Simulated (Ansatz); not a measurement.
Consider WC (space group P-6m2, No. 187; relaxed with 0.1 eV smearing).

```xyz
2
Lattice="2.9127 0.0000 0.0000 -1.4563 2.5225 0.0000 0.0000 0.0000 2.8354" Properties=species:S:1:pos:R:3 pbc="T T T"
W      0.0000     0.0000     0.0000
C      0.0000     1.6816     1.4177
```

Cartesian axes are those of the cell as printed.

Computed with r2SCAN (Ansatz, a quantum-chemistry and plane-wave program, PAW, spin-orbit coupling left out).

Before the change:

| Item | Result |
|---|---|
| Pressure | 0.0 GPa |

Modification: the cell is compressed by 2.00 % along x with no lateral relaxation; the atoms relax in the strained cell.

**Question.** What happens to the pressure?

**Answer.** The pressure (mean of the normal stresses, compression positive) goes from zero to 8.2 GPa.

Stability against distortions was not tested. All final runs are without spin polarisation.
